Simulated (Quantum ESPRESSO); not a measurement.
# Quick settings and what they miss: LaH₃ (I4/mmm, 4 atoms in the cell)

Self-consistent single point.

```
LaH3
1.0
    1.91555    -1.91555     3.11850
    1.91555     1.91555     3.11850
   -1.91555    -1.91555     3.11850
La H
1 3
Direct
  0.00000   0.00000   0.00000
  0.50000   0.25000   0.75000
  0.50000   0.75000   0.25000
  0.00000   0.50000   0.50000
```

Method: PBEsol, GBRV 1.5 ultrasoft (PBESOL) pseudopotentials (plane waves; Quantum ESPRESSO).

Base settings: ecutwfc = 40 Ry; ecutrho = 200 Ry; occupations = smearing; smearing = gauss; degauss = 0.000734986 Ry; potentials = {La: la_pbesol_v1.uspp.F.UPF, H: h_pbesol_v1.4.uspp.F.UPF}; K_POINTS = automatic 10 10 10 0 0 0; conv_thr = 1e-10 Ry.

Tight run (finer mesh or higher cutoff; not a proven limit): ecutwfc: 40 Ry → 56 Ry; ecutrho: 200 Ry → 280 Ry; conv_thr: 1e-10 Ry → 7.3e-11 Ry; K_POINTS: automatic 10 10 10 0 0 0 → automatic 14 14 14 0 0 0. It gave top of the valence band (on the code's own zero) 9.33 eV; gap on the k-point mesh 0.34 eV; pressure -6.62 GPa.

Quick runs, as changes from the base:
- A: the base itself
- B: ecutwfc: 40 Ry → 20 Ry; ecutrho: 200 Ry → 100 Ry; degauss: 0.000734986 Ry → 0.036749 Ry; conv_thr: 1e-10 Ry → 7.3e-05 Ry; pseudopotentials: {La: la_pbesol_v1.uspp.F.UPF, H: h_pbesol_v1.4.uspp.F.UPF} → {La: la_lda_v1.uspp.F.UPF, H: h_lda_v1.4.uspp.F.UPF}; K_POINTS: automatic 10 10 10 0 0 0 → automatic 4 4 4 1 1 1 [LDA (PZ)]
- C: ecutwfc: 40 Ry → 28 Ry; ecutrho: 200 Ry → 140 Ry; K_POINTS: automatic 10 10 10 0 0 0 → automatic 8 8 8 0 0 0
- D: ecutwfc: 40 Ry → 20 Ry; ecutrho: 200 Ry → 100 Ry; pseudopotentials: {La: la_pbesol_v1.uspp.F.UPF, H: h_pbesol_v1.4.uspp.F.UPF} → {La: la_lda_v1.uspp.F.UPF, H: h_lda_v1.4.uspp.F.UPF}; K_POINTS: automatic 10 10 10 0 0 0 → automatic 2 2 2 1 1 1 [LDA (PZ)]
- E: ecutwfc: 40 Ry → 24 Ry; ecutrho: 200 Ry → 120 Ry; K_POINTS: automatic 10 10 10 0 0 0 → automatic 6 6 6 0 0 0
- F: ecutwfc: 40 Ry → 20 Ry; ecutrho: 200 Ry → 100 Ry; smearing: gauss → mp; degauss: 0.000734986 Ry → 0.019992 Ry; conv_thr: 1e-10 Ry → 7.3e-06 Ry; K_POINTS: automatic 10 10 10 0 0 0 → automatic 8 8 8 1 1 1

Energies are extrapolated to zero smearing width, which holds to low order in the width alone (under cold and Methfessel-Paxton smearing the free energy itself is taken).

Dashes: energy of B, D, another energy zero; pressure of B, F, not trusted under this conv_thr with d or f elements; gap of F, no gap found.

Gaps are read on each run's own mesh, which may miss the band edges.

† marks runs with another functional, U, potentials or spin treatment: their distance from the tight run is not a convergence error alone.

The count of work is k-points × plane waves × bands × iterations; it is no time. 

The starting cell comes from a database of computed structures (which also holds hypothetical and non-ambient phases and stackings), without a prior relaxation at this level. Its lattice was rescaled by a random factor within 2.5 % of one. In the base run, with a pressure of about -7 GPa the cell is away from its equilibrium volume at this level.

| run | energy less tight (meV/atom) | pressure less tight (GPa) | gap on the mesh less tight (eV) | count of work / tight |
|---|---|---|---|---|
| A | 0.2 | 0.00 | 0.000 | 0.25 |
| B† | – | – | 1.010 | 0.0043 |
| C | 1.9 | -0.07 | -0.001 | 0.087 |
| D† | – | -4.57 | 2.556 | 0.0029 |
| E | 4.8 | -0.22 | -0.004 | 0.035 |
| F | 9.3 | – | – | 0.027 |

Among the runs at the tight run's level, the energy misses run from 0.2 to 9.3 meV/atom.

Left out of this page: 1 run of the series outside the window shown, repeating another row's setting, or not comparable.
